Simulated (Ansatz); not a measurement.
Consider MgO in the rock salt structure (space group Fm-3m, No. 225; a = 4.2149 Å). Axes: x, y, z lie along the cube axes.

Computed with PBEsol (Ansatz, a program for electronic structure, PAW, without spin-orbit coupling), earlier PAW set.

Modification: tensile biaxial strain of 1.98 % in the plane normal to [110], as in epitaxy on a mismatched substrate; the out-of-plane cell vector and the atoms relax.

Estimate the effect on the out-of-plane strain.

The out-of-plane strain amounts to -0.74 %.

A biaxial case was relaxed in a doubled cell and then solved in the primitive one. Stability against distortions was not tested.
